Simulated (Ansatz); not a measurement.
**CrI3, pressure series**

Take CrI₃ in the BiI3 type structure (space group R-3, No. 148; ferromagnetic; layered, stacked along the Cartesian z axis) as the base.

```cif
data_Cr2I6
_chemical_formula_sum 'Cr2 I6'
_space_group_name_H-M_alt 'P 1'
_space_group_IT_number 1
_cell_length_a 7.59203
_cell_length_b 7.59203
_cell_length_c 7.59203
_cell_angle_alpha 53.361
_cell_angle_beta 53.361
_cell_angle_gamma 53.361
loop_
_space_group_symop_operation_xyz
  'x, y, z'
loop_
_atom_site_label
_atom_site_type_symbol
_atom_site_fract_x
_atom_site_fract_y
_atom_site_fract_z
_atom_site_occupancy
Cr1 Cr 0.33385 0.33385 0.33385 1
Cr2 Cr 0.66615 0.66615 0.66615 1
I1 I 0.07827 0.73183 0.42932 1
I2 I 0.42932 0.07827 0.73183 1
I3 I 0.73183 0.42932 0.07827 1
I4 I 0.92173 0.26817 0.57068 1
I5 I 0.57068 0.92173 0.26817 1
I6 I 0.26817 0.57068 0.92173 1
```

Cell and atoms are relaxed at each pressure.

Computed with Kohn–Sham DFT with the PBE-D3(BJ) functional, run in Ansatz (a first-principles code) with PAW and 420 eV plane waves, no SOC, earlier PAW set.

Notes on the quantities. enthalpy: H = E + PV relative to the base's energy.

```
case              band gap     density  width of the top valence band       enthalpy
----------------  --------  ----------  -----------------------------  -------------
base               1.09 eV  5.50 g/cm³                        0.73 eV              –
pressure 0.3 GPa   1.07 eV  5.59 g/cm³                              …  +0.06 eV/atom
pressure 0.7 GPa         …  5.70 g/cm³                              …  +0.14 eV/atom
pressure 1.5 GPa   1.00 eV  5.89 g/cm³                        0.83 eV  +0.29 eV/atom
pressure 3 GPa     0.87 eV           …                        0.99 eV  +0.57 eV/atom
```

### Question
Some entries are withheld; estimate them.

### Answer

- pressure 0.3 GPa, width of the top valence band: 0.75 eV
- pressure 0.7 GPa, band gap: 1.05 eV
- pressure 0.7 GPa, width of the top valence band: 0.78 eV
- pressure 3 GPa, density: 6.18 g/cm³

The magnetic state is the one reached from the starting moments; the real material's order can differ, and small cells can't hold many antiferromagnetic ones. Spin-orbit coupling, missing from the scalar runs, can matter with I. Load acts through the strain it causes; cell and atoms are relaxed under it. Stability against distortions was not tested.
